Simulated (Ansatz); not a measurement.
# ZnS: response to strain

The parent structure is ZnS in the zinc blende structure (space group F-43m, No. 216).

```
CELL_PARAMETERS angstrom
      0.00000     2.69455     2.69455
      2.69455     0.00000     2.69455
      2.69455     2.69455     0.00000
ATOMIC_POSITIONS crystal
  Zn 0.00000 0.00000 0.00000
  S  0.25000 0.25000 0.25000
```

Strains are applied to the cell and any free atomic positions relax.

Method: r2SCAN, PAW, 500 eV (Ansatz, a quantum-chemistry and plane-wave program; scalar-relativistic without spin-orbit coupling).

Candidates:
(a) isotropic strain +1.00 %
(b) isotropic strain +2.00 %
(c) isotropic strain +3.00 %
(d) isotropic strain +0.50 %
(e) isotropic strain +2.50 %

For the base:

```
Item        Value
--------  -------
Band gap  2.70 eV
```

Problem. Order them by band gap, highest first.

Solution. (d) isotropic strain +0.50 % (2.63 eV), (a) isotropic strain +1.00 % (2.57 eV), (b) isotropic strain +2.00 % (2.43 eV), (e) isotropic strain +2.50 % (2.37 eV), (c) isotropic strain +3.00 % (2.30 eV)

Stability against distortions was not tested.
